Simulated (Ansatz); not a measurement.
Defect: interstitial O in bcc Ta, neutral cell. The step: a concerted move, in which O travels most; the atom moves 1.66 Å along (0.00, 0.00, 0.50) of the unit cell; the moving atom starts with neighbours 2 Ta at 2.01, 4 Ta at 2.31 Å and ends with 2 Ta at 2.01, 4 Ta at 2.31 Å. DFT values are from Ansatz (plane-wave PAW, 420 eV unless said) in a cell of 36 host sites, spin-restricted, static, with no finite-size correction. Sites that were not tried may lie lower. For the PBE band: the saddle point's order was not checked, and it lies on a symmetry element of the cell, where a band can be held.

```tsv
Level	Forward barrier (eV)	Cost of the band or of the saddle's single point
CHGNet universal potential (has no charge state), its own band	0.06	-
PBE, a 2×2×3 k-point mesh shifted by half a step, band relaxed	0.83	very roughly 70 core-minutes
PBE, a 3×3×4 k-point mesh shifted by half a step, same geometries	0.84	about 8 core-minutes (a rough figure)
r2SCAN at 500 eV, a 2×2×3 k-point mesh shifted by half a step, same geometries	___	roughly 6 core-minutes
```

What belongs in the gaps?


- r2SCAN at 500 eV, a 2×2×3 k-point mesh shifted by half a step, same geometries, Forward barrier (eV): 0.91

Ansatz is an electronic-structure program.
